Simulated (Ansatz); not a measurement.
## Effect of uniaxial strain ε_xx = +3.00 % on MgB2

Start from MgB2 (space group P6/mmm, No. 191; a = 3.0640 Å, c = 3.4977 Å; relaxed with 0.1 eV smearing). Axes: x lies along a and z along c of the hexagonal cell.

Modification: the cell is stretched by 3.00 % along x with no lateral relaxation, atoms relaxed at fixed cell.

The values are results of plane-wave PAW DFT at the PBEsol level (Ansatz, a program for electronic structure, 420 eV), scalar-relativistic without spin-orbit coupling, not measurements. Γ-centred 22×22×17 mesh, Fermi–Dirac width 0.1 eV.

* **Volume per atom**: 9.76 Å³ (base 9.48 Å³)
* **Shortest interatomic distance**: 1.777 Å (base 1.769 Å)
* **Energy relative to the base (free energy F)**: +11 meV/atom
* **Pressure (mean of the normal stresses, compression positive)**: -4.9 GPa (base 0.0 GPa)
* **Band gap**: zero (base zero)
* **Stress (xx, yy, zz, yz, xz, xy; compression positive)**: (-12.4, -1.3, -1.0, 0.0, 0.0, 0.0) GPa

Final structure:

```yaml
crystal:
  lattice:
    - [3.15594, 0.00000, 0.00000]
    - [-1.57797, 2.65352, 0.00000]
    - [0.00000, 0.00000, 3.49767]
  atoms:
    - { symbol: Mg, position: [0.00000, 0.00000, 0.00000] }
    - { symbol: B, position: [0.66744, 0.33489, 0.50000] }
    - { symbol: B, position: [0.33256, 0.66511, 0.50000] }
```

Whether these cells are dynamically stable was not tested. The final runs are not spin-polarised.
